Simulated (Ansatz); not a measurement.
**A constructed model of the (110) surface of bcc W, a cell of two sites (a+b, b-a) layer of Te, one a cell, on the site that continues the host's stacking (bottom of the slab: a bare face, its two planes held)**

Level of theory: PBE (plane waves to 420 eV, PAW; Ansatz, a first-principles code).

Slab: 13 atoms, 13.9 Å thick at the start with caps and adatoms (thin: gaps and levels are the slab's own); k 12x8x1, smearing 0.1 eV, dipole-corrected; 4 atoms held, the rest relaxed; start symmetry kept, larger cells not searched; no spin, no spin-orbit, no U. It is one candidate, not shown to be the stable structure of the face.

- work function of the top face = 3.74 eV
- energy released by relaxation = 0.80 eV
- cost = very roughly 10 core-minutes
